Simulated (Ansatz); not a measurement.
The starting structures come from a database of crystals and need not be the phases stable at ambient conditions.

By PBEsol, the system below comes out a metal.

Input:

```
InTi2C
1.0
    5.43100     0.00000     0.00000
    0.00000    14.13051     0.00000
    2.71550     0.00000     1.56780
Ti In C
4 2 2
Direct
  0.33333   0.57876   0.00000
  0.66667   0.42124   0.00000
  0.66667   0.07876   0.00000
  0.33333   0.92124   0.00000
  0.33333   0.25000   0.00000
  0.66667   0.75000   0.00000
  0.00000   0.50000   0.00000
  0.00000   0.00000   0.00000
```

Space group of this cell: P6_3/mmc. The cell is taken as given; by PBEsol its mean pressure is -3.9 GPa.

The current flows along the normal of the first two printed cell vectors, the (110) plane of the conventional cell. No spin-orbit coupling; the value is a mean over 0.1 eV about the Fermi level.

Question: State the ballistic conductance per area according to PBEsol (Ansatz, a quantum-chemistry and plane-wave program).

Answer: 0.44 × 10¹⁵ S/m² for both spins.
